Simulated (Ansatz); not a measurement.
**CH3 on the 1x1 (0001) surface of hcp Ru, one in a 2x2 cell, started at the site 'hollow Ru-Ru-Ru'**

All values below come from PBE (plane waves to 420 eV, PAW; Ansatz, a program for electronic structure).

Slab: 20 atoms, 6.3 Å thick at the start under the adsorbate (thin: gaps and levels are the slab's own); k 6x6x1, smearing 0.1 eV, dipole-corrected; 8 atoms held, the rest relaxed; held to the start's symmetry, so lower structures may exist; no spin, no spin-orbit, no U, no dispersion correction. At the end it is bonded to 3 Ru. In PBE it is, or lies within 0.03 eV of, the lowest of the starts that converged.

```json
{
 "adsorption energy against CH4(g) − ½ H2(g)": "0.35 eV",
 "work_function_of_the_top_face": "3.73 eV",
 "change_of_the_work_function": "-1.27 eV",
 "change_of_the_step_from_the_bottom_to_the_top_vacuum_level_against_the_clean_slab": "-1.24 eV",
 "energy_released_by_relaxation": "0.46 eV",
 "height of the binding atom over the mean of the host atoms within 0.3 Å of the top one": "1.718 Å",
 "nearest_host_atoms_of_the_binding_atom": "Ru at 2.30 Å, Ru at 2.30 Å, Ru at 2.30 Å",
 "largest_move_of_a_host_atom": "0.04 Å",
 "cost": "around 5 core-minutes (rough)"
}
```

A negative adsorption energy means that the adsorbate is more stable on the surface than in its reference.
